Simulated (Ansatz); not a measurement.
The starting structures come from a database of crystals and need not be the phases stable at ambient conditions.

Crystal: TeO$_{2}$ (P4_12_12, not sure to be the ambient phase, 12 atoms a cell, 14.9 Å³ an atom); planes in its conventional cell.

Level of theory: r2SCAN (plane waves, PAW; Ansatz, a quantum-chemistry and plane-wave program).

The gap is the functional's own, uncorrected, and κ follows it; spin-orbit coupling is left out. Mid-gap values are interpolated between the computed energies.

```csv
plane,area of the cell (Å²),mid-gap κ (1/Å),largest κ in the gap (1/Å)
(001),23.4,0.39,0.39
(100),37.0,…,…
```

Problem. The slowest decay depends on the direction. Supply the withheld values.

Solution. 
- (100), mid-gap κ (1/Å): 0.42
- (100), largest κ in the gap (1/Å): 0.42
